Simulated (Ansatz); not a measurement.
## Parameter sweep on a (110) slab of Re (cut from a parent of space group no. 225; 8 atoms in the cell)

```
Re
1.0
    3.90318     0.00000     0.00000
    0.00000     5.51993     0.00000
    0.00000     0.00000    16.13990
Re
8
Direct
  0.00000   0.62500   0.45725
  0.50000   0.37500   0.37175
  0.50000   0.87500   0.37175
  0.00000   0.12500   0.45725
  0.00000   0.12500   0.62825
  0.50000   0.87500   0.54275
  0.50000   0.37500   0.54275
  0.00000   0.62500   0.62825
```

Base run A: LDA (PW92), default PAW files made with PBE (Ansatz, an electronic-structure program), self-consistent single point.

Its settings: kpoints.mp_grid.grid = 4 3 1; hamiltonian.xc = lda; hamiltonian.pseudopotentials = {kind: paw} (the program's default PAW files); scf.occupations.method = fermi_dirac; scf.occupations.width = 0.0073 Ry.

The starting cell comes from a database of computed structures (which also holds hypothetical and non-ambient phases and stackings), without a prior relaxation at this level. The slab is cut from that crystal, and its faces are unrelaxed. Spin polarisation is off. In the base run, forces exceed 1 eV/Å. Without a gap this mesh is coarse (it stands for a supercell whose shortest in-plane vector is 16 Å).

ΔF is the free energy per atom less that of run A. 

```json
[
 {"run": "A", "scf.mixing.algorithm, scf.mixing.beta": "default (the program chose MSR1), default", "ΔF (meV/atom)": "0.00", "largest force (eV/Å)": "3.042", "iterations": "8"},
 {"run": "B", "scf.mixing.algorithm, scf.mixing.beta": "broyden, 0.02", "ΔF (meV/atom)": "0.00", "largest force (eV/Å)": "3.043", "iterations": "16"},
 {"run": "C", "scf.mixing.algorithm, scf.mixing.beta": "broyden, 0.05", "ΔF (meV/atom)": "0.00", "largest force (eV/Å)": "3.042", "iterations": "14"},
 {"run": "D", "scf.mixing.algorithm, scf.mixing.beta": "broyden, 0.1", "ΔF (meV/atom)": "0.00", "largest force (eV/Å)": "3.042", "iterations": "13"},
 {"run": "E", "scf.mixing.algorithm, scf.mixing.beta": "broyden, 0.2", "ΔF (meV/atom)": "0.00", "largest force (eV/Å)": "3.042", "iterations": "11"},
 {"run": "F", "scf.mixing.algorithm, scf.mixing.beta": "broyden, 0.3", "ΔF (meV/atom)": "0.00", "largest force (eV/Å)": "3.043", "iterations": "10"},
 {"run": "G", "scf.mixing.algorithm, scf.mixing.beta": "broyden, 0.5", "ΔF (meV/atom)": "0.00", "largest force (eV/Å)": "3.042", "iterations": "9"},
 {"run": "H", "scf.mixing.algorithm, scf.mixing.beta": "broyden, 0.7", "ΔF (meV/atom)": "0.00", "largest force (eV/Å)": "3.042", "iterations": "8"},
 {"run": "I", "scf.mixing.algorithm, scf.mixing.beta": "broyden, 0.9", "ΔF (meV/atom)": "0.00", "largest force (eV/Å)": "3.042", "iterations": "8"},
 {"run": "J", "scf.mixing.algorithm, scf.mixing.beta": "broyden, 1", "ΔF (meV/atom)": "0.00", "largest force (eV/Å)": "3.042", "iterations": "8"}
]
```

Runs B, C, D, E, F, G, H, I, J reached the same state as A (within 1 meV/atom). The fewest iterations to that state were 8 (A, H, I, J); the most were 16.

Keys are those of Ansatz 0.2.
